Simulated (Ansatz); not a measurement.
Worked example: self-consistent single point of Cd2SeS (P1, 4 atoms in the cell) in Ansatz (a quantum-chemistry and plane-wave program).

Method of the run: PBEsol, PAW files made with PBE (plane waves; Ansatz).

The change in words: atoms moved at random. Reference geometry:
```xyz
4
Lattice="4.2972 0.0000 0.0000 -2.1486 3.7215 0.0000 0.0000 0.0000 7.0072" Properties=species:S:1:pos:R:3 pbc="T T T"
Cd     0.0000     0.0000     3.4351
Cd     0.0000     2.4810     0.0675
Se     0.0000     2.4810     4.3847
S      0.0000     0.0000     0.8575
```

Reference input (self-consistent single point, DFT, PBEsol, plane waves, PAW files made with PBE): kpoints.mp_grid.grid = 6 6 3; hamiltonian.xc = pbesol; hamiltonian.pseudopotentials = {kind: paw} (an earlier, softer set of the program's PAW files); scf.occupations.method = fermi_dirac; scf.occupations.width = 0.01 eV. This run's input differs from it in these lines:

Ansatz 0.2 input:
```diff
@@ -6,6 +6,6 @@
   atoms:
-    - { symbol: Cd, position: [0.00000000, 0.00000000, 0.49023000] }
-    - { symbol: Cd, position: [0.33333300, 0.66666700, 0.00964000] }
-    - { symbol: Se, position: [0.33333300, 0.66666700, 0.62575000] }
-    - { symbol: S, position: [0.00000000, 0.00000000, 0.12238000] }
+    - { symbol: Cd, position: [0.00235200, 0.00224200, 0.49000700] }
+    - { symbol: Cd, position: [0.33421600, 0.65828400, 0.01312200] }
+    - { symbol: Se, position: [0.33004000, 0.67440000, 0.62448700] }
+    - { symbol: S, position: [0.00005700, -0.00159200, 0.12038400] }
 kpoints:
```

Output, abridged:

```
SCF iter   1: F=—  HF=-22680.499574 eV  |F-HF|=—  |Δ(HF+E_count)|=         —  Δρ=4.20e-2  dr2=2.52e0  ethr=3.10e-3  ⟨swp⟩=7.2  Hψ=8914  notcnv=0
all-band conjugate gradients solve this SCF's bands
preconditioner: auto → Resta (q_TF=auto, 2.472 Å⁻¹)
SCF iter   2: F=—  HF=-22679.755503 eV  |F-HF|=—  |Δ(HF+E_count)|=   7.44e-1  Δρ=1.67e-2  dr2=2.47e-1  ethr=3.10e-3  ⟨swp⟩=3.1  Hψ=4039  notcnv=0  defer=123
   [... lines left out ...]
SCF iter   6: F=—  HF=-22679.667516 eV  |F-HF|=—  |Δ(HF+E_count)|=   3.74e-4  Δρ=2.57e-4  dr2=1.16e-4  ethr=8.82e-7  ⟨swp⟩=2.0  Hψ=3563  notcnv=0  defer=123
SCF iter   7: F=—  HF=-22679.667661 eV  |F-HF|=—  |Δ(HF+E_count)|=   1.45e-4  Δρ=8.31e-5  dr2=1.24e-5  ethr=1.87e-7  ⟨swp⟩=2.0  Hψ=3282  notcnv=0  defer=123
SCF iter   8: F=—  HF=-22679.667617 eV  |F-HF|=—  |Δ(HF+E_count)|=   4.42e-5  Δρ=2.49e-5  dr2=9.76e-7  ethr=2.00e-8  ⟨swp⟩=2.0  Hψ=3082  notcnv=0  defer=123
SCF iter   9: F=-22679.667620 eV  HF=-22679.667620 eV  |F-HF|=4.52e-8  |Δ(HF+E_count)|=   2.50e-6  Δρ=9.05e-6  dr2=8.63e-8  ethr=1.61e-10  ⟨swp⟩=10.6  Hψ=11952  notcnv=0
SCF 1 converged in 9 iterations: F = -22679.667620 eV  dr2 = 8.63e-8
Free energy (F): -22679.667620 eV
Internal energy: -22679.667620 eV  (E = F + TS)
E sigma→0 (E₀):  -22679.667620 eV
Fermi energy:    6.604062 eV
--- Forces (eV/Å), atoms counted from 1 ---
  atom   1  Cd    -0.16583414     0.09456367    -0.04622012
  atom   2  Cd    -0.06811820     0.09881215    -0.12128649
  atom   3  Se     0.18709656    -0.11723877     0.08217218
  atom   4  S      0.04685351    -0.07613637     0.08537152
--- Stress (GPa, compression-positive) ---
       -2.667346      -0.217652       0.232055
       -0.217652      -2.828385      -0.189064
        0.232055      -0.189064      -3.222405
  P = ⅓ Tr σ = -2.9060 GPa (-29.060 kbar)
  The stress holds the Pulay correction. Without it, at fixed plane waves, as pw.x and ABINIT print it: P = -2.9240 GPa
```

The run converged in 9 iterations. Against the reference run the free energy goes up by 2.1 meV/atom, the pressure moves little (-2.93 to -2.91 GPa), the largest force goes from 0.031 to 0.236 eV/Å and the gap on the mesh goes from 0.560 to 0.522 eV.

The starting cell comes from a database of computed structures (which also holds hypothetical and non-ambient phases and stackings), without a prior relaxation at this level. Its lattice was rescaled by a random factor within 2.5 % of one. For this run, on top of that: atoms moved at random. Ansatz's pressure includes its estimate of the finite-basis (Pulay) stress.
